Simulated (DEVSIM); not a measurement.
Structure: illuminated CdTe p-on-n cell, one wavelength, at 400 K.

Layer 1 from the left is CdTe, thickness (μm) 0.510, Na (cm⁻³) 9.1e17, τn (s) 3.7e-10, τp (s) 7.8e-11, absorption coefficient (cm⁻¹) 41000. Layer 2 from the left is CdTe, thickness (μm) 0.800, Nd (cm⁻³) 3.4e15, τn (s) 6e-9, τp (s) 6e-9, absorption coefficient (cm⁻¹) 41000.

Left contact: ohmic, minority electron recombination velocity 5e5 cm/s. Right contact: ohmic, minority hole recombination velocity 90000 cm/s. Voltage is applied to the left contact. Recombination: SRH at mid-gap, radiative, Auger. Light enters at the left, 7.1e16 photons cm⁻² s⁻¹, one pass, no reflection. Mobility is μmin + (μ − μmin)/(1 + (N/Nref)^α).

The device is made up for the run: typed textbook-type constants, with dimensions and the other settings drawn at random. Values at 300 K; Nc and Nv go as T^1.5, mobilities as T to minus their exponent, the gap by Varshni's rule with the affinity fixed.

CdTe: gap (eV) 1.5, affinity (eV) 4.28, permittivity 10.2, Nc (cm⁻³) 8e17, Nv (cm⁻³) 1.8e19, μn (cm²/Vs) 1000, μp (cm²/Vs) 80, μn,min 100, μp,min 10, Nref,n 1e17, Nref,p 1e17, αn 0.6, αp 0.6, T exponent of μn 1.7, T exponent of μp 1.5, B (cm³/s) 1e-10, Cn (cm⁶/s) 1e-30, Cp (cm⁶/s) 1e-30, Varshni α (eV/K) 0.00031, Varshni β (K) 108.

DEVSIM, 1D drift-diffusion, Boltzmann statistics, complete ionisation; no tunnelling, impact ionisation, image-force lowering or self-heating.

Dark forward current:

```csv
|V| (V),|J| (A/cm²)
0.05,2.520e-7
0.10,7.471e-7
0.15,1.782e-6
0.20,3.993e-6
0.25,8.761e-6
0.30,1.911e-5
0.35,4.178e-5
0.40,9.200e-5
0.45,0.0002053
0.50,0.0004682
0.55,0.001104
0.60,0.002732
0.65,0.007225
0.70,0.02069
0.75,0.06431
0.80,0.2141
0.85,0.7410
0.90,2.544
0.95,8.174
1.00,23.71
1.05,62.49
1.10,153.5
1.15,358.5
1.20,797.5
1.25,1648
1.30,3069
```

Task: Work out the local ideality factor n = ΔV / (kT/q · ln(J2/J1)) between the rows 0.15 and 0.20 V, 0.80 and 0.85 V, 1.25 and 1.30 V.

Result: kT/q = 34.47 mV. From 0.15 to 0.20 V: ln(3.993e-6/1.782e-6) = 0.807, n = 1.80. From 0.80 to 0.85 V: ln(0.7410/0.2141) = 1.242, n = 1.17. From 1.25 to 1.30 V: ln(3069/1648) = 0.622, n = 2.33.

Task: What current could the absorbed light give at most, and what share is collected?

Result: Σ αd = 5.37, so qΦ(1 − exp(−Σ αd)) = 11.3 mA/cm². The simulated short-circuit current is 5.472 mA/cm², a share of 0.48.

Task: Estimate the open-circuit voltage by superposition: the voltage at which the dark current equals that short-circuit current.

Result: Interpolating ln J in the table gives 0.636 V. The simulation gives 0.635 V, the same within the digits that matter. Superposition holds where collection doesn't change with voltage.

Task: Estimate the fill factor from FF0 = (v − ln(v + 0.72))/(v + 1), v = qVoc/(nkT), with n from the dark curve.

Result: The rows about Voc, 0.60 and 0.65 V, give n = 1.49, so v = 12.4 and FF0 = 0.733. The simulation gives 0.714; the estimate lies 2.6 % above.
